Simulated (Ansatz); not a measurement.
The starting structures come from a database of crystals and need not be the phases stable at ambient conditions.

By PBEsol, the system below comes out a metal.

Without scattering a metal conducts by its projected Fermi surface.

Here is the system:

```yaml
crystal:
  lattice:
    - [4.08176, 0.00000, 0.00000]
    - [0.00000, 5.77248, 0.00000]
    - [0.00000, 2.88624, 2.88624]
  atoms:
    - { symbol: Sc, position: [0.00000, 0.00000, 0.00000] }
    - { symbol: Ga, position: [0.00000, 0.50000, 0.00000] }
    - { symbol: Ga, position: [0.50000, 0.00000, 0.50000] }
    - { symbol: Ga, position: [0.50000, 0.50000, 0.50000] }
```

The cell is taken as given; by PBEsol it stands under a pressure of -2.0 GPa.

The current flows along the normal of the first two printed cell vectors, the (110) plane of the conventional cell. No spin-orbit coupling; the value is a mean over 0.1 eV about the Fermi level.

Problem. Compute, with PBEsol run with Ansatz (an electronic-structure program), the ballistic conductance per area.

Solution. 0.83 × 10¹⁵ S/m² for both spins.
